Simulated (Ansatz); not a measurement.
Start from NaF in the rock salt structure (space group Fm-3m, No. 225).

```
CELL_PARAMETERS angstrom
      0.00000     2.31454     2.31454
      2.31454     0.00000     2.31454
      2.31454     2.31454     0.00000
ATOMIC_POSITIONS crystal
  Na 0.00000 0.00000 0.00000
  F  0.50000 0.50000 0.50000
```

Cartesian axes are those of the cell as printed.

Method: PBEsol (Ansatz, an electronic-structure program; PAW; 420 eV plane waves; no spin-orbit coupling).

Before the change:

```
Quantity             Value
-------------  -----------
Band gap           6.20 eV
Gap character  direct at Γ
```

The change: compressive biaxial strain of 1.50 % in the plane normal to [001], as in epitaxy on a mismatched substrate; the out-of-plane cell vector and the atoms relax.

### Question
What does the calculation give for the band gap, gap character and out-of-plane strain after the change?

### Answer
The band gap increases by 0.12 eV (6.20 eV → 6.32 eV); the gap character stays direct at Γ; the out-of-plane strain amounts to +0.68 %.

Whether these cells are dynamically stable was not tested. Labels are those of the standard path for the cell's own space group.
